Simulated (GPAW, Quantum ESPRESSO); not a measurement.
A GPAW input for a self-consistent single point of Ga (Cmce, 4 atoms in the cell) (DFT PBE, plane waves, GPAW PAW datasets PBE (gpaw-data 1.0.1)):

```python
from ase import Atoms
from ase.units import GPa
from gpaw import GPAW

atoms = Atoms(['Ga', 'Ga', 'Ga', 'Ga'],
              cell=[[2.186906, -3.749071, 0.000000],
                    [2.186906, 3.749071, 0.000000],
                    [0.000000, 0.000000, 4.495640]],
              positions=[[2.186906, -1.167461, 1.867489],
                         [2.186906, 1.167461, 2.628151],
                         [2.186906, -2.581610, 4.115309],
                         [2.186906, 2.581610, 0.380331]],
              pbc=True)

calc = GPAW(mode={'name': 'pw', 'ecut': 600},
            xc='PBE',
            kpts={'size': (6, 6, 5), 'gamma': True},
            occupations={'name': 'fermi-dirac', 'width': 0.136},
            nbands=-8,
            convergence={'density': 1e-05, 'energy': 1e-05},
            symmetry={'symmorphic': False, 'tolerance': 0.0005},
            maxiter=120,
            txt='-')

atoms.calc = calc

energy = atoms.get_potential_energy()
print('Energy (eV):', round(energy, 6))
forces = atoms.get_forces()
print('Forces (eV/Ang):')
print(forces.round(5))
stress = atoms.get_stress()
print('Stress (GPa, Voigt):', (stress / GPa).round(4))
```

**Question.** Write the same calculation as an input for Quantum ESPRESSO.

**Answer.** This is the input that was run; spellings and numerical settings could be chosen otherwise.

```fortran
&CONTROL
   calculation = 'scf'
   prefix = 'Ga'
   outdir = './tmp'
   pseudo_dir = './'
   tprnfor = .true.
   tstress = .true.
/
&SYSTEM
   ibrav = 0
   nat = 4
   ntyp = 1
   ecutwfc = 80
   occupations = 'smearing'
   smearing = 'fermi-dirac'
   degauss = 0.0099958
/
&ELECTRONS
   conv_thr = 1.0d-10
/
ATOMIC_SPECIES
Ga    69.7230  Ga.upf
ATOMIC_POSITIONS {angstrom}
Ga    2.18690600   -1.16746071    1.86748886
Ga    2.18690600    1.16746071    2.62815114
Ga    2.18690600   -2.58161029    4.11530886
Ga    2.18690600    2.58161029    0.38033114
K_POINTS {automatic}
6 6 5  0 0 0
CELL_PARAMETERS {angstrom}
   2.18690600    -3.74907100     0.00000000
   2.18690600     3.74907100     0.00000000
   0.00000000     0.00000000     4.49564000
```

Basis settings and potentials, where a program has them, do not carry over. This input uses DFT, PBE, plane waves, PseudoDojo standard norm-conserving (PBE) pseudopotentials.

The starting cell comes from a database of computed structures (which also holds hypothetical and non-ambient phases and stackings), without a prior relaxation at this level. Its lattice was rescaled by a random factor within 2.5 % of one. For this run, on top of that: lattice scaled by 0.98.
